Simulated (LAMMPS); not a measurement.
Consider a symmetric tilt boundary about [1-10] in Si (diamond structure), boundary plane (114) of one grain on (-1-14) of the other (0 K).

Computed with classical force field (static), pair style edip, file Si.edip, run in LAMMPS.

Starting crystal:

```
Si
1.0
    5.43050     0.00000     0.00000
    0.00000     5.43050     0.00000
    0.00000     0.00000     5.43050
Si
8
Direct
  0.00000   0.00000   0.50000
  0.25000   0.75000   0.25000
  0.00000   0.50000   0.00000
  0.25000   0.25000   0.75000
  0.50000   0.00000   0.00000
  0.75000   0.75000   0.75000
  0.50000   0.50000   0.50000
  0.75000   0.25000   0.25000
```

Question: What does the simulation give for the largest excess energy of an atom, the excess volume, the boundary energy (lowest found)?

Answer: largest excess energy of an atom: 0.42 eV; excess volume: 0.13 Å; boundary energy (lowest found): 0.916 J/m².

Caution: the lowest energy was reached by 1 of 152 starts, so a lower structure may have been missed.
